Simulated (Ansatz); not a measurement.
Take Ti in the hcp (Mg type) structure (space group P6_3/mmc, No. 194; a = 2.864 Å, c = 4.537 Å; relaxed with 0.1 eV smearing) as the base. Axes: x lies along a and z along c of the hexagonal cell.

Computed with Ansatz (an electronic-structure program) LDA, no SOC.

Before the change:

```
Item                Value
---------------  --------
Volume per atom  16.12 Å³
Pressure          0.0 GPa
```

Modification: biaxial strain −2.00 %, plane normal [001], relaxed out of plane (Cartesian); in-plane vectors clamped, the third vector and the atoms free.

Question: What happens to the volume per atom and pressure?

Answer: The volume per atom decreases by 0.34 Å³, from 16.12 Å³ to 15.78 Å³; the pressure (mean of the normal stresses, compression positive) goes from zero to 2.7 GPa.

No phonon test of stability was made. All final runs are without spin polarisation.
